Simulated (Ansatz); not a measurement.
# What pressure −2 GPa does to NaI

Base system: NaI in the rock salt structure (space group Fm-3m, No. 225; a = 6.528 Å).

Now apply this change: a negative pressure, −2 GPa.

All numbers come from PBE in Ansatz (plane waves to 420 eV, PAW, scalar-relativistic without spin-orbit coupling). Γ-centred 9×9×9 mesh, Fermi–Dirac width 0.05 eV.

The density shrinks by 0.71 g/cm³ to 2.87 g/cm³ and the lattice parameter a increases by 0.500 Å (6.528 Å → 7.028 Å). The enthalpy H = E + PV relative to the base's energy comes out as -0.48 eV/atom and the band gap decreases by 0.47 eV to 3.11 eV. The gap character remains direct at Γ and the electron mass becomes 0.31 mₑ (at Γ) (base: 0.27 mₑ (at Γ)). The hole mass (degenerate bands, along [100]) goes from 0.39, 1.7, 1.7 mₑ (at Γ) to 0.51, 2.3, 2.3 mₑ (at Γ) and the valley order (the lowest conduction-band minima on the path, energy above the VBM, named in the base's zone) changes from Γ 3.58 eV; X along ⟨100⟩ 4.48 eV to Γ 3.11 eV; X along ⟨100⟩ 4.25 eV.

Cost of the whole job for the changed cell (relaxation, final SCF and bands): about 9 core-seconds (a rough figure).

Spin-orbit coupling, missing from the scalar runs, can matter with I. Load acts through the strain it causes; cell and atoms are relaxed under it. Masses are band curvatures over ±0.01 Å⁻¹ around the edge. Stability against distortions was not tested.

Ansatz is an electronic-structure program.
